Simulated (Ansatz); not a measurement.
# How far to go with the plane-wave cutoff: CdPt (P4mm, 2 atoms in the cell)

```xyz
2
Lattice="2.9765 0.0000 0.0000 0.0000 2.9765 0.0000 0.0000 0.0000 3.8345" Properties=species:S:1:pos:R:3 pbc="T T T"
Cd     0.0000     0.0000     0.0500
Pt     1.4883     1.4883     1.9173
```

Computed with PBEsol, default PAW files made with PBE (plane waves; Ansatz, an electronic-structure program).

Base settings: basis.ecutwfc = 420 eV; kpoints.mp_grid.grid = 11 11 9; hamiltonian.xc = pbesol; hamiltonian.pseudopotentials = {kind: paw} (the program's default PAW files); scf.occupations.method = fermi_dirac; scf.occupations.width = 0.1 eV.

The second cell is the first with its lattice scaled by 0.98.

The mesh stays at the base's, so the ladder's end is converged at best in this setting alone.

The first pressure column holds Ansatz's estimate of the finite-basis (Pulay) stress, which hides part of the cutoff error; the other is without it.

Only quantities that move along the ladder and can be compared are tabulated.

The count of work is k-points × plane waves × bands × iterations; it is no time. 

The starting cell comes from a database of computed structures (which also holds hypothetical and non-ambient phases and stackings), without a prior relaxation at this level. Its lattice was rescaled by up to half a per cent. One atom was moved a little off its site on purpose. Spin polarisation is off. In the base run, with a pressure of about -3 GPa the cell is away from its equilibrium volume at this level.

Steps (basis.ecutwfc): 145 eV; 170 eV; 190 eV; 210 eV; 230 eV; 250 eV; 295 eV; 335 eV; 380 eV; 420 eV; 460 eV; 505 eV; 565 eV; 630 eV; 735 eV; 840 eV; 1010 eV.

What is the coarsest basis.ecutwfc that holds the free energy within 5 meV/atom of the last step, with all finer ones?

380 eV, at 0.22 of the last step's count of work; the step before is off by 18 meV/atom.

What is the coarsest basis.ecutwfc that holds the pressure without the Pulay estimate within 0.5 GPa of the last step, with all finer ones?

380 eV, at 0.22 of the last step's count of work; the step before is off by 2.3 GPa.

What is the coarsest basis.ecutwfc that holds the forces within 0.02 eV/Å of the last step, with all finer ones?

295 eV, at 0.15 of the last step's count of work; the step before is off by 0.088 eV/Å.

| basis.ecutwfc | free energy less the last step's (meV/atom) | energy of the compressed cell less the first (meV/atom) | pressure (GPa) | pressure without the Pulay estimate (GPa) | largest difference of a force vector from the last step's (eV/Å) | count of work / last |
|---|---|---|---|---|---|---|
| 145 eV | 76478.73 | -50.77 | -59.08 | -2308.03 | 1.330 | 0.073 |
| 170 eV | 33885.22 | -425.84 | -53.01 | -1260.18 | 0.471 | 0.085 |
| 190 eV | 17087.73 | -101.47 | -16.95 | -737.96 | 0.467 | 0.098 |
| 210 eV | 8152.12 | 36.95 | 7.35 | -409.12 | 0.436 | 0.11 |
| 230 eV | 3624.08 | 71.02 | 7.66 | -214.10 | 0.128 | 0.12 |
| 250 eV | 1509.90 | 41.46 | -0.78 | -106.55 | 0.088 | 0.14 |
| 295 eV | 171.67 | 12.28 | -3.33 | -20.11 | 0.018 | 0.15 |
| 335 eV | 17.84 | 11.73 | -3.16 | -5.41 | 0.001 | 0.20 |
| 380 eV | 2.57 | 12.29 | -3.09 | -3.18 | 0.000 | 0.22 |
| 420 eV | 1.78 | 12.24 | -3.10 | -3.15 | 0.000 | 0.25 |
| 460 eV | 0.95 | 12.19 | -3.10 | -3.15 | 0.000 | 0.31 |
| 505 eV | 0.49 | 12.16 | -3.11 | -3.12 | 0.000 | 0.36 |
| 565 eV | 0.35 | 12.15 | -3.11 | -3.12 | 0.000 | 0.41 |
| 630 eV | 0.19 | 12.15 | -3.11 | -3.12 | 0.000 | 0.49 |
| 735 eV | 0.08 | 12.14 | -3.11 | -3.11 | 0.000 | 0.62 |
| 840 eV | 0.03 | 12.14 | -3.11 | -3.11 | 0.000 | 0.74 |
| 1010 eV | 0.00 | 12.14 | -3.11 | -3.11 | 0.000 | 1.0 |

The energy difference between the two cells stays within 1 meV/atom of the last step's from 295 eV on, the total only from 460 eV on: much of the error is common to both cells and cancels.

At the lowest cutoff the pressure without the Pulay estimate lies 2300 GPa under the last step's, the usual sign of Pulay stress in an incomplete plane-wave basis.

Keys are those of Ansatz 0.2.
